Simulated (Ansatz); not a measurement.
Start from SiO2 in the rutile structure (space group P4_2/mnm, No. 136).

```xyz
6
Lattice="4.2361 0.0000 0.0000 0.0000 4.2361 0.0000 0.0000 0.0000 2.6904" Properties=species:S:1:pos:R:3 pbc="T T T"
Si     0.0000     0.0000     0.0000
Si     2.1180     2.1180     1.3452
O      1.3004     1.3004     0.0000
O      3.4184     0.8176     1.3452
O      0.8176     3.4184     1.3452
O      2.9357     2.9357     0.0000
```

Cartesian axes are those of the cell as printed.

The values are results of PBE in Ansatz (plane waves to 420 eV, PAW, no spin-orbit coupling), not measurements.

Strains are applied to the cell and any free atomic positions relax; under biaxial strain the out-of-plane vector relaxes too.

One change was made to it. Results:

```json
[
 {"quantity": "valence-band top at Γ (three highest levels, from the VBM)", "base": "0.00, -0.85, -0.85 eV", "after": "0.00, -0.86, -0.86 eV"},
 {"quantity": "pressure (mean of the normal stresses, compression positive)", "base": "0.01 GPa", "after": "4.00 GPa"}
]
```

Q: Which change produced these results?
A. biaxial strain −3.00 %, plane normal [001], relaxed out of plane
B. biaxial strain −2.40 %, plane normal [001], relaxed out of plane
C. biaxial strain −0.60 %, plane normal [001], relaxed out of plane
D. biaxial strain −1.80 %, plane normal [001], relaxed out of plane
E. biaxial strain −1.20 %, plane normal [001], relaxed out of plane

A: E, biaxial strain −1.20 %, plane normal [001], relaxed out of plane. For comparison, the pressure in the other runs: biaxial strain −0.60 %, plane normal [001], relaxed out of plane gives 1.92 GPa; biaxial strain −1.80 %, plane normal [001], relaxed out of plane gives 6.25 GPa; biaxial strain −2.40 %, plane normal [001], relaxed out of plane gives 8.66 GPa; biaxial strain −3.00 %, plane normal [001], relaxed out of plane gives 11.24 GPa.

The levels and masses belong to the bands next to the band gap. Whether these cells are dynamically stable was not tested.

Ansatz is an electronic-structure program.
